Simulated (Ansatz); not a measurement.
A user runs Ansatz (an electronic-structure program) on FeO (Cc, 8 atoms in the cell) and asks whether the run is sound. The aim is a self-consistent single point with DFT, LDA (PW92), plane waves, PAW files made with PBE.

Cell that was meant: a = 3.4138 Å, b = 3.4138 Å, c = 10.5359 Å, α = 90.15°, β = 90.15°, γ = 119.71°.

Part of the input:

Ansatz 0.2 input:
```yaml
    - { symbol: O, position: [0.333550, 0.664050, 0.274810] }
    - { symbol: O, position: [0.015100, 0.006840, 0.524260] }
    - { symbol: O, position: [0.006840, 0.015100, 0.024260] }
basis:
  ecutwfc: 65.0
kpoints:
  mp_grid: { grid: [6, 6, 2] }
hamiltonian:
```

Log, with long lists cut:

```
   [... lines left out ...]
PAW frozen core: O, regenerated for the run's functional, and the local potential with it
Initial density: superposition of atomic densities (chi_scale 0.1, normalization cell, long waves kept (reshape's long-wave potential 0.01 eV rms))
Starting moments: Σ|m| = 16 μB on 4 of 8 sites
Initial wavefunctions: pseudopotential atomic-orbital guess
Eigensolver: davidson
Functional: x = slater, c = lda
SCF iter   1: F=—  HF=-18594.062716 eV  |F-HF|=—  |Δ(HF+E_count)|=         —  Δρ=1.11e0 (↑1.11e0 ↓6.08e-1)  dr2=2.08e3  dr2_m=7.97e1  M=0.918 μB ∫|m|=0.950 μB  β_m=0.30  ethr=3.10e-3  ⟨swp⟩=1.0  Hψ=6638  notcnv=0
Mixer restart at iter 1: flushing history
all-band conjugate gradients solve this SCF's bands
preconditioner: auto → none
   [... lines left out ...]
SCF iter  13: F=—  HF=-16728.853989 eV  |F-HF|=—  |Δ(HF+E_count)|=   1.27e-6  Δρ=2.26e-6 (↑1.98e-6 ↓2.26e-6)  dr2=6.58e-8  dr2_m=4.42e-11  M=-0.000 μB ∫|m|=0.000 μB  β_m=1.00  ethr=2.85e-9  ⟨swp⟩=2.1  Hψ=4102  notcnv=0  defer=405
SCF iter  14: F=-16728.853989 eV  HF=-16728.853989 eV  |F-HF|=6.05e-9  |Δ(HF+E_count)|=   3.31e-8  Δρ=7.54e-7 (↑7.54e-7 ↓7.01e-7)  dr2=6.89e-9  dr2_m=1.04e-12  M=-0.000 μB ∫|m|=0.000 μB  ethr=7.47e-11  ⟨swp⟩=10.5  Hψ=14413  notcnv=0
SCF 1 converged in 14 iterations: F = -16728.853989 eV  dr2 = 6.89e-9
WARN: the starting moments were not kept: the SCF closed with an absolute magnetisation of 1.7e-6 μB, where they sum to 16 μB in size (4 sites) …
   [... lines left out ...]
Absolute magnetization: 0.0000 μB (∫|ρ↑−ρ↓|, with the PAW one-centre terms)
Free energy (F): -16728.853989 eV
Fermi energy:    21.276871 eV
   [... lines left out ...]
  atom   8  O     -2.74820757    -2.08680865     7.73318121
--- Stress (GPa, compression-positive) ---
     -388.277131      -0.000000       1.067772
       -0.000000    -372.891391      -0.000000
        1.067772      -0.000000    -342.876687
  P = ⅓ Tr σ = -368.0151 GPa (-3680.151 kbar)
  The stress holds the Pulay correction. Without it, at fixed plane waves, as pw.x and ABINIT print it: P = -4919.4324 GPa
```

Task: Can these results be used? Check the input.

Result: The run is not sound. The fault is a basis or grid far too coarse for these potentials. Far below the cutoff that the potentials were made for, the basis cannot represent the orbitals near the nuclei, and energies, forces and above all the stress go wrong. To fix it, restore the cutoff that the potentials need and check convergence. The run converged in 14 iterations without an error; against the sound input the free energy rises by 396 eV/atom, the pressure goes from -20.63 to -368.0 GPa, the largest force goes from 0.281 to 9.802 eV/Å and the size of the net moment goes from 2.00 to 0.00 μB/atom. At a fixed set of plane waves, without the program's Pulay estimate, the pressure is -4919.43 GPa against -21.09 GPa.

The sound input it was made from differs as follows (other fixes are possible):
```diff
-basis:
-  ecutwfc: 65.0
```

With that input, the run converged in 15 iterations: free energy E − TS (on the zero of these files) -19895.3934 eV; Fermi level (on the code's own zero) 9.36 eV; pressure -20.63 GPa; largest force (vector length) 0.281 eV/Å; size of the cell's spin moment 16.03 μB (DFT, LDA (PW92), plane waves, PAW files made with PBE).

On the sound input: the starting cell comes from a database of computed structures (which also holds hypothetical and non-ambient phases and stackings), without a prior relaxation at this level. The magnetic order is the one reached from the typed start; others were not searched systematically. With a pressure of about -21 GPa the cell is away from its equilibrium volume at this level. Ansatz's pressure includes its estimate of the finite-basis (Pulay) stress.
